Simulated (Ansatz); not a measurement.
The starting structures come from a database of crystals and need not be the phases stable at ambient conditions.

 Where the default PAW files enter, the runs use the earlier of Ansatz's two default sets.

By PBEsol, the system below comes out a metal.

A figure of merit of an interconnect metal is its ballistic conductance per area.

Here is the system:

```
Sn
1.0
    3.31479     0.00000     0.00000
    0.00000     4.13143     0.00000
    1.65740    -2.06571     1.91557
Sn
1
Direct
  0.00000   0.00000   0.00000
```

Space group of this cell: Immm. The cell is strained (all lengths scaled by 0.98).

The current flows along the normal of the first two printed cell vectors. No spin-orbit coupling; the value is a mean over 0.1 eV about the Fermi level.

**Question.** State the ballistic conductance per area according to PBEsol (Ansatz, a first-principles code).

**Answer.** 1.3 × 10¹⁵ S/m² for both spins.
